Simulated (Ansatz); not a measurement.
SiRh2 (Pnma, No. 62; cell taken from a computed entry) was calculated with LDA in Ansatz (plane waves, PAW).

Run with plane-wave cutoff 500 eV, 8×10×6 k mesh (along the axes of the cell as run), Fermi–Dirac smearing 0.05 eV, no spin polarisation, scalar-relativistic PAW data made under PBE.

Computed at the level's own relaxed cell.

### Question
What does this level give for the equilibrium volume per atom?

### Answer

* **equilibrium volume per atom**: 12.70 Å³/atom

The run finds no gap.

Note: the relaxation could not lower the start's symmetry, so the cell can be a saddle point above a distorted one.

The result took roughly 12 core-minutes.

Ansatz is a first-principles code.
